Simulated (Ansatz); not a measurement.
For NiGe (Pnma, No. 62, 8 atoms in the cell; start mp-1099), PBE-D4 in Ansatz (plane waves, PAW) gives:

```
Quantity                             Result
---------------------------  --------------
equilibrium volume per atom   13.36 Å³/atom
enthalpy of formation        -0.368 eV/atom
```

### Question
What does r²SCAN (Ansatz, an electronic-structure program, PAW) give for the same quantities?

### Answer

- equilibrium volume per atom: 13.29 Å³/atom (shrinks by 0.5 %)
- formation enthalpy: -0.263 eV/atom (moves by +0.105 eV/atom)

Changes are worked out from the printed values.

Unless a cell is named, each level is at its own relaxed cell (PBE-D4 13.36, r²SCAN 13.29 Å³/atom).

The crystal itself was run without spin with PBE-D4, r²SCAN; a magnetic state was not tried in these runs.

Caveats: the relaxation could not lower the start's symmetry, so the cell can be a saddle point above a distorted one (PBE-D4, r²SCAN). Ansatz's density-functional and Hartree–Fock values are scalar-relativistic unless marked +SOC, with PAW data made under PBE.

A start named mp-… is a Materials Project structure, which need not be a measured phase.
